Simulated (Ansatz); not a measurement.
## Ru: stress against strain

Ru (hcp, P6_3/mmc, 13.327 Å³/atom at rest, c along z) under an equal strain ε in the (0001) plane with the normal axis free, as in a coherent film. PBEsol in Ansatz, a plane-wave DFT program (PAW, default set), 420 eV, 25×25×14 Γ-centred mesh, Fermi-Dirac smearing 0.10 eV; ions are relaxed within the symmetry of each cell. Stress is positive for a compressed cell.

Here s stands for strain and y for stress xx.

| strain (%) | stress xx (GPa) |
|---|---|
| -3.00 | ? |
| -1.50 | 11.98 |
| -1.00 | 7.74 |
| -0.50 | 3.75 |
| 0.00 | 0.00 |
| 0.50 | -3.52 |
| 1.00 | -6.83 |
| 1.50 | -9.94 |

**Question.** Fit y against s with a straight line, and predict the withheld value at s = -3.00.

**Answer.** Means: s 0, y 0.454. About the means, the sum of products is -51.085 and the sum of squares of s is 7.0000; the slope is their ratio. Least squares gives y = 0.454 - 7.2979·s. Residuals (row less fit): 0.579, -0.012, -0.353, -0.454, -0.325, 0.014, 0.553; standard error 0.464 (degrees of freedom: 5). The slope gives the biaxial elastic modulus of this plane = 730 ± 18 GPa. At the withheld row, y = 0.454 - 7.2979 × (-3.0) = 22.348 GPa. The calculation gives 26.27 GPa, 3.922 GPa above the prediction (10.8 % of the range of y in the table). The row lies outside the fitted rows, so this is an extrapolation. From the scatter of the fitted rows alone, a prediction at this place has a standard error of 0.724 GPa, so the miss is 5.4 times that.

One order more, fitted to all 13 runs of the series, follows each within 0.10, so the miss is the next term of a smooth law. In a metal these values are sensitive to mesh and smearing; energies are taken to zero smearing, stresses follow the free energy. Rows are the converged runs of the series near zero and its far end; series whose fitted rows scatter by over a few per cent of the range, as at a crossing or softening among them, aren't shown in this form. Most that stay on the fit to the last digits aren't either.
